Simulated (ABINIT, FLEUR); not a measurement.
An ABINIT input for a self-consistent single point of Au (Fm-3m, 1 atom in the cell) (DFT, PBE, plane waves, PAW (JTH v2.0 PBE PAW)):

```
# Au, JTH v2.0 PBE PAW
pp_dirpath "./"
pseudos "Au.GGA_PBE-JTH.xml"
acell 2.8272957539 2.8272957539 2.8272957539 Angstrom
rprim
         0.0000000000    0.7071067812    0.7071067812
         0.7071067812   -0.0000000000    0.7071067812
         0.7071067812    0.7071067812   -0.0000000000
natom 1
ntypat 1
znucl 79
typat 1
xcart    0.0000000000    0.0000000000    0.0000000000
ecut 707 eV
pawecutdg 1415 eV
ixc 11
occopt 7
tsmear 0.1 eV
nband 11
kptopt 1
ngkpt 18 18 18
nshiftk 1
shiftk 0 0 0
nstep 80
tolvrs 1.0e-11
prtwf 0
prtden 0
prtvol 1
enunit 2
```

Problem. Write the same calculation as an input for FLEUR.

Solution. One input that does it (others would too):

Input of the input generator:

```
scf Au
&input film=f /
0.0000000000 1.9992000000 1.9992000000
1.9992000000 -0.0000000000 1.9992000000
1.9992000000 1.9992000000 -0.0000000000
1.8897261246
1.0 1.0 1.0

1
79 0.0000000000 0.0000000000 0.0000000000

&comp jspins=1 /
&kpt div1=18 div2=18 div3=18 gamma=t /
&end /
```

```xml
<?xml version="1.0" encoding="UTF-8" standalone="no"?>
<fleurInput fleurInputVersion="0.39">
   <comment>
      scf Au                                                                                              
   </comment>
   <calculationSetup>
      <cutoffs Kmax="4.0" Gmax="14.0" GmaxXC="14.0" numbands="0"/>
      <scfLoop itmax="60" minDistance="0.00001" maxIterBroyd="99" imix="Anderson" alpha="0.05" precondParam="0.0" spinf="2.0"/>
      <coreElectrons ctail="T" frcor="F" kcrel="0" coretail_lmax="0"/>
      <xcFunctional name="pbe" relativisticCorrections="F"/>
      <magnetism jspins="1"/>
      <soc l_soc="F" theta="0.0" phi="0.0" spav="F"/>
      <expertModes spex="0" secvar="F"/>
      <geometryOptimization l_f="T" forcealpha="1.0" forcemix="BFGS" epsdisp="0.00001" epsforce="0.00001"/>
      <ldaU l_linMix="F" mixParam="0.05" spinf="1.0"/>
   </calculationSetup>
   <cell>
      <bzIntegration valenceElectrons="17.0" mode="gauss" fermiSmearingEnergy="0.00367493">
         <kPointListSelection listName="default-1"/>
         <!-- k-points included here -->
         <xi:include xmlns:xi="http://www.w3.org/2001/XInclude" href="kpts.xml"> </xi:include>
      </bzIntegration>
      <!-- symmetry operations included here -->
      <xi:include xmlns:xi="http://www.w3.org/2001/XInclude" href="sym.xml"> </xi:include>
      <bulkLattice scale="1.0">
         <bravaisMatrix>
            <row-1>    0.0000000000000000     3.7779404683003199     3.7779404683003199</row-1>
            <row-2>    3.7779404683003199     0.0000000000000000     3.7779404683003199</row-2>
            <row-3>    3.7779404683003199     3.7779404683003199     0.0000000000000000</row-3>
         </bravaisMatrix>
      </bulkLattice>
   </cell>
   <atomSpecies>
      <species name="Gold (Au)" element="Au" atomicNumber="79">
         <mtSphere radius="2.50" gridPoints="879" logIncrement="0.015"/>
         <atomicCutoffs lmax="10" lnonsphr="8"/>
         <electronConfig flipSpins="F">
            <coreConfig>(1s1/2) (2s1/2) (2p1/2) (2p3/2) (3s1/2) (3p1/2) (3p3/2) (4s1/2) (3d3/2) (3d5/2) (4p1/2) (4p3/2) (5s1/2) (4d3/2) (4d5/2) (4f5/2) (4f7/2)</coreConfig>
            <valenceConfig>(5p1/2) (5p3/2) (6s1/2) (5d3/2) (5d5/2)</valenceConfig>
            <stateOccupation state="(6s1/2)" spinUp="0.5" spinDown="0.5"/>
         </electronConfig>
         <energyParameters s="6" p="6" d="5" f="5"/>
         <lo type="SCLO" l="1" n="5" eDeriv="0"/>
         <lo type="HELO" l="2" n="6" eDeriv="0"/>
      </species>
   </atomSpecies>
   <atomGroups>
      <atomGroup species="Gold (Au)">
         <relPos label="                   1">.0000000000 .0000000000 .0000000000</relPos>
         <force calculate="T" relaxXYZ="TTT"/>
      </atomGroup>
   </atomGroups>
   <output dos="F" band="F" slice="F">
      <checks vchk="F" cdinf="F"/>
      <bandDOS minEnergy="-.5*Htr" maxEnergy="0.5*Htr" sigma="0.015" storeEVData="T"/>
      <vacuumDOS vacdos="F" integ="F" star="F" nstars="0" locx1="0.0" locy1="0.0" locx2="0.0" locy2="0.0" nstm="0" tworkf="0.0"/>
      <unfoldingBand unfoldBand="F" supercellX="1" supercellY="1" supercellZ="1"/>
      <plotting iplot="0" polar="F">
         <plot TwoD="T" vec1="  1.0  0.0  0.0" vec2="  0.0  1.0  0.0" vec3="  0.0  0.0  1.0" zero="  0.0  0.0  0.0" file="plot"/>
      </plotting>
      <chargeDensitySlicing numkpt="0" minEigenval="0.0" maxEigenval="0.0" nnne="0" pallst="F"/>
      <specialOutput eonly="F"/>
      <magneticCircularDichroism mcd="F" energyLo="-10.0" energyUp="0.0"/>
   </output>
  <!-- We include the file relax.xml here to enable relaxations (see documentation) -->
  <xi:include xmlns:xi="http://www.w3.org/2001/XInclude" href="relax.xml"> <xi:fallback/> </xi:include>
</fleurInput>
```

Basis, cutoffs, solver keys and any potentials are the target program's own. This input uses DFT, PBE, all-electron FLAPW (FLEUR), scalar-relativistic valence.

The starting cell has typed, rounded lattice constants, without a prior relaxation at this level. For this run, on top of that: lattice scaled by 0.98.
